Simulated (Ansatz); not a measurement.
Surface energy of faces of alpha tin in PBE and in LDA, in Ansatz (plane waves, PAW). Symmetric slabs relaxed with PBE from ideal cuts in 1x1 cells (the lowest computed cut and spin start of each face; real faces may reconstruct in larger cells); LDA values are single points on them, with the bulk at the same level. No spin-orbit coupling, no U.

```json
[
 {"face": "(100)", "PBE (J/m²)": "0.89", "LDA (J/m²)": "1.08"},
 {"face": "(110)", "PBE (J/m²)": "0.76", "LDA (J/m²)": "0.92"},
 {"face": "(111)", "PBE (J/m²)": "0.64", "LDA (J/m²)": "0.77"},
 {"face": "(210)", "PBE (J/m²)": "0.58", "LDA (J/m²)": "0.77"},
 {"face": "(211)", "PBE (J/m²)": "0.65", "LDA (J/m²)": "0.83"},
 {"face": "(221)", "PBE (J/m²)": "0.54", "LDA (J/m²)": "0.71"},
 {"face": "(310)", "PBE (J/m²)": "0.55", "LDA (J/m²)": "?"},
 {"face": "(311)", "PBE (J/m²)": "0.58", "LDA (J/m²)": "0.71"},
 {"face": "(331)", "PBE (J/m²)": "0.58", "LDA (J/m²)": "0.73"}
]
```

Fit a straight line y = a·x + b by least squares to the 8 complete rows (x: PBE (J/m²); y: LDA (J/m²)).

the means are x̄ = 0.6525 and ȳ = 0.8150; Σ(x − x̄)² = 0.096550 and Σ(x − x̄)(y − ȳ) = 0.10360, so a = 1.073 and b = ȳ − a·x̄ = 0.115. The largest residual is 0.033.

What does the line predict for the withheld row, (310), and what did the calculation give?

the line gives 0.71; the calculation gave 0.69, a miss of -0.02, of the size of the fitted rows' scatter and rounding.

Ansatz is a first-principles code.
